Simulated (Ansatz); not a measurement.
The starting structures come from a database of crystals and need not be the phases stable at ambient conditions.

By PBEsol, the system below comes out a metal.

A figure of merit of an interconnect metal is its ballistic conductance per area.

Data:

```
Rh
1.0
    2.67636     0.00000     0.00000
   -1.33818     2.31780     0.00000
    0.00000     0.00000     4.33992
Rh
2
Direct
  0.66667   0.33333   0.75000
  0.33333   0.66667   0.25000
```

Space group of this cell: P6_3/mmc, hcp (Mg type). The cell is strained (all lengths scaled by 0.98); by PBEsol its mean pressure is 2.0 GPa.

The current flows along the normal of the first two printed cell vectors, the (001) plane of the conventional cell. No spin-orbit coupling; the value is a mean over 0.1 eV about the Fermi level.

State the ballistic conductance per area according to PBEsol run with Ansatz (a program for electronic structure).

2.4 × 10¹⁵ S/m² for both spins.
